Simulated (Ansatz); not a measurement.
**PbSe, response to strain**

Start from PbSe in the rock salt structure (space group Fm-3m, No. 225).

```xyz
2
Lattice="0.0000 3.0890 3.0890 3.0890 0.0000 3.0890 3.0890 3.0890 0.0000" Properties=species:S:1:pos:R:3 pbc="T T T"
Se     0.0000     0.0000     0.0000
Pb     3.0890     3.0890     3.0890
```

Cartesian axes are those of the cell as printed.

Strains are applied to the cell and any free atomic positions relax; under biaxial strain the out-of-plane vector relaxes too.

Levels (all Ansatz, a first-principles code, PAW): r2SCAN (500 eV, no spin-orbit coupling); HSE06 (420 eV, spin-orbit coupling left out).

Band gaps by level, all at the geometries relaxed with r2SCAN:

```csv
case,r2SCAN,HSE06
base,0.67 eV,0.79 eV
"biaxial strain −1.56 %, plane normal [001], relaxed out of plane",0.56 eV,0.67 eV
"strain tensor (xx, yy, zz, yz, xz, xy) = (−2.65, −0.32, +0.99, +0.55, −0.41, −1.10) %",0.40 eV,(withheld)
```

**Question.** Some entries are withheld; estimate them.

**Answer.** 
- strain tensor (xx, yy, zz, yz, xz, xy) = (−2.65, −0.32, +0.99, +0.55, −0.41, −1.10) %, HSE06: 0.51 eV

Single points use the geometry relaxed with r2SCAN. HSE06 gaps are upper bounds (no full band path). With Pb present, leaving out spin-orbit coupling can change the band edges. No phonon test of stability was made.
